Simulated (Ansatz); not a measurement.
In2Se3 (within 0.1 Å of P-3m1, No. 164; cell taken from a computed entry), treated with HSE06 (Ansatz, an electronic-structure program, plane waves, PAW).

Run with plane-wave cutoff 460 eV, 6×6×4 k mesh (along the axes of the cell as run), Fermi–Dirac smearing 0.01 eV, scalar-relativistic PAW data made under PBE.

Cell (relaxed with PBEsol):

```cif
data_In2Se3
_chemical_formula_sum 'In2 Se3'
_space_group_name_H-M_alt 'P 1'
_space_group_IT_number 1
_cell_length_a 3.94720
_cell_length_b 3.94722
_cell_length_c 9.54212
_cell_angle_alpha 89.953
_cell_angle_beta 89.974
_cell_angle_gamma 60.000
loop_
_space_group_symop_operation_xyz
  'x, y, z'
loop_
_atom_site_label
_atom_site_type_symbol
_atom_site_fract_x
_atom_site_fract_y
_atom_site_fract_z
_atom_site_occupancy
In1 In 0.33337 0.33376 0.80644 1
In2 In 0.66663 0.66624 0.19356 1
Se1 Se 0.00000 0.00000 0.00000 1
Se2 Se 0.33328 0.33262 0.33394 1
Se3 Se 0.66672 0.66738 0.66606 1
```

Question: Give the computed band gap, smallest direct gap on the k points sampled and Γ–Γ gap.

Answer: 
- band gap = 0.61 eV (on the SCF k mesh)
- smallest direct gap on the k points sampled = 1.15 eV
- Γ–Γ gap = 1.88 eV

Note: cell and atoms aren't relaxed at this level (largest force component 0.19 eV/Å, pressure 0.8 GPa); the cell has widely spaced layers and the level no dispersion term, so their spacing and the moduli can rest on weak binding.

Spin–orbit coupling is not included.

The computed numbers hold no vibrational or temperature effects.

The result took roughly 15 core-minutes.
